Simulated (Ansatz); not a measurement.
Cubic perovskite KCdF₃, treated with LDA (PAW; Ansatz, an electronic-structure program).

Numerical settings: plane-wave cutoff 520 eV, 8×8×8 k mesh, Fermi–Dirac smearing 0.01 eV, scalar-relativistic PAW data made under PBE.

Results at a series of volumes:

```json
[
 {"V (Å³/atom)": "14.990", "E − E_lowest (meV/atom)": "15.02", "P (GPa)": "5.35"},
 {"V (Å³/atom)": "15.309", "E − E_lowest (meV/atom)": "6.40", "P (GPa)": "3.35"},
 {"V (Å³/atom)": "15.628", "E − E_lowest (meV/atom)": "1.53", "P (GPa)": "1.58"},
 {"V (Å³/atom)": "15.947", "E − E_lowest (meV/atom)": "0.00", "P (GPa)": "0.00"},
 {"V (Å³/atom)": "16.266", "E − E_lowest (meV/atom)": "1.43", "P (GPa)": "-1.41"},
 {"V (Å³/atom)": "16.584", "E − E_lowest (meV/atom)": "5.50", "P (GPa)": "-2.66"},
 {"V (Å³/atom)": "16.903", "E − E_lowest (meV/atom)": "11.92", "P (GPa)": "-3.77"}
]
```

Estimate the bulk modulus from the pressures at 15.628 and 16.266 Å³/atom, and compare it with a fit to all energies.

B = −V dP/dV. Between V = 15.628 and 16.266 Å³/atom, dP/dV = (-1.41 − (1.58))/(16.266 − 15.628) = -4.69 GPa per Å³/atom; at the midpoint 15.947 Å³/atom this gives B ≈ 74.7 GPa. The third-order Birch–Murnaghan fit gives V0 = 15.946 Å³/atom, B0 = 74.4 GPa, B′ = 4.9, which lies within 1 % of that estimate.

Note: the relaxation could not lower the start's symmetry, so the cell can be a saddle point above a distorted one.

It cost about 60 core-seconds (a rough figure) of CPU time.
